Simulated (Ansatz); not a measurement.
## SrB₃C₃ (space group Pm-3n, No. 223; a hypothetical phase, not in the database extracts checked)

```xyz
14
Lattice="4.8791 0.0000 0.0000 0.0000 4.8791 0.0000 0.0000 0.0000 4.8791" Properties=species:S:1:pos:R:3 pbc="T T T"
Sr     2.4396     2.4396     2.4396
Sr     0.0000     0.0000     0.0000
B      1.2198     0.0000     2.4396
B      2.4396     1.2198     0.0000
B      2.4396     3.6593     0.0000
B      3.6593     0.0000     2.4396
B      0.0000     2.4396     3.6593
B      0.0000     2.4396     1.2198
C      1.2198     2.4396     0.0000
C      0.0000     1.2198     2.4396
C      0.0000     3.6593     2.4396
C      3.6593     2.4396     0.0000
C      2.4396     0.0000     3.6593
C      2.4396     0.0000     1.2198
```

Calculations: DFT with PBE, PAW potentials and a 420 eV plane-wave cutoff in Ansatz (a quantum-chemistry and plane-wave program), no spin-orbit coupling. Γ-centred 8×8×8 mesh, Fermi–Dirac width 0.05 eV.

```yaml
volume_per_atom: 8.30 Å³
density: 4.46 g/cm³
band_gap: zero
total_energy: -680.597 eV/atom (σ→0; compares only within this code and set-up)
```

Whether these cells are dynamically stable was not tested. The final runs are not spin-polarised.
